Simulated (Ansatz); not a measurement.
Consider a periodic stack without vacuum, fcc Ir (1 1 1) on rock-salt PbTe (1 1 1) (film strained to the substrate, started from cuts of the bulks and a machine-learned relaxation; slabs Pb4Te4 and Ir15, which can lie off the formulas): substrate slab Pb4Te4, film Ir15, surface cells [[0, 1], [-1, 0]] and [[1, -2], [1, 1]], film strained by -2.0 and -2.0 %, outermost planes Te/Pb and Ir/Ir as cut, which need not be the usual terminations and can put a slab off its formula. Its start:

```yaml
crystal:
  lattice:
    - [4.64655, 0.00000, 0.02501]
    - [-2.32328, 4.02403, 0.00491]
    - [0.92346, -0.55063, 27.34819]
  atoms:
    - { symbol: Pb, position: [0.21985, 0.82259, 0.11402] }
    - { symbol: Pb, position: [0.52060, 0.50374, 0.25440] }
    - { symbol: Pb, position: [0.83634, 0.18862, 0.39416] }
    - { symbol: Pb, position: [0.08728, 0.80540, 0.53623] }
    - { symbol: Te, position: [0.61203, 0.48855, 0.04051] }
    - { symbol: Te, position: [0.87020, 0.16069, 0.17677] }
    - { symbol: Te, position: [0.17806, 0.84517, 0.31820] }
    - { symbol: Te, position: [0.48681, 0.52230, 0.45663] }
    - { symbol: Ir, position: [0.39239, 0.13130, 0.62427] }
    - { symbol: Ir, position: [0.05127, 0.44902, 0.62078] }
    - { symbol: Ir, position: [0.71062, 0.78996, 0.62156] }
    - { symbol: Ir, position: [0.36041, 0.45774, 0.70626] }
    - { symbol: Ir, position: [0.02722, 0.78704, 0.70253] }
    - { symbol: Ir, position: [0.69661, 0.12242, 0.70649] }
    - { symbol: Ir, position: [0.35139, 0.80483, 0.78997] }
    - { symbol: Ir, position: [0.01984, 0.13704, 0.78996] }
    - { symbol: Ir, position: [0.68718, 0.47283, 0.78870] }
    - { symbol: Ir, position: [0.33299, 0.14097, 0.87421] }
    - { symbol: Ir, position: [0.99679, 0.47459, 0.87360] }
    - { symbol: Ir, position: [0.66686, 0.80984, 0.87399] }
    - { symbol: Ir, position: [0.31622, 0.48580, 0.95537] }
    - { symbol: Ir, position: [0.98446, 0.82014, 0.95732] }
    - { symbol: Ir, position: [0.65041, 0.15140, 0.95810] }
```

The start was prepared with a machine-learned potential, and the result is one local minimum, with the in-plane cell held and forces under 0.04 eV/Å; the film can end far from its bulk form.

These are PBE (plane waves to 420 eV, PAW; Ansatz, an electronic-structure program) values and carry that method's errors. Scalar-relativistic, without spin–orbit coupling; the runs are not spin-polarised. Its k-point mesh 8×8×1, Fermi–Dirac width 0.05 eV.

**Question.** Predict the relaxed interface.

**Answer.** The interface area comes out as 18.7 Å², the period comes out as 27.56 Å and the heights between the nearest atoms of the two slabs at the two interfaces comes out as 2.44 and 2.16 Å. The Ir–Pb contacts across the interfaces within 1.22 times the sum of covalent radii is 3, mean 2.90 Å and the Ir–Te contacts across the interfaces within 1.22 times the sum of covalent radii is 3, mean 2.67 Å.
